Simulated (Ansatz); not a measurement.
The structure below was relaxed with Ansatz (a quantum-chemistry and plane-wave program) PBEsol, spin-orbit coupling left out.

```xyz
1
Lattice="0.0000 1.9117 1.9117 1.9117 0.0000 1.9117 1.9117 1.9117 0.0000" Properties=species:S:1:pos:R:3 pbc="T T T"
P      0.0000     0.0000     0.0000
```

Find the space group and the Wyckoff positions.

Space group Fm-3m (No. 225); a = 3.823 Å, b = 3.823 Å, c = 3.823 Å, α = 90.00°, β = 90.00°, γ = 90.00°

```tsv
atom	site	symmetry	x	y	z
P	4a	m-3m	0.0000	0.0000	0.0000
```

Describe the coordination.

The crystal has 4 atoms in its conventional cell. Conventional cell: a = 3.823 Å, b = 3.823 Å, c = 3.823 Å, α = 90.00°, β = 90.00°, γ = 90.00°. P is coordinated by 12 P at 2.704 Å (cuboctahedral). (Neighbours: up to the widest gap in distance over summed covalent radii, below 1.35, at either atom.)

Whether these cells are dynamically stable was not tested. The cell was made from Al by this change: Al → P; the result is a hypothetical phase, not in the database extracts checked.
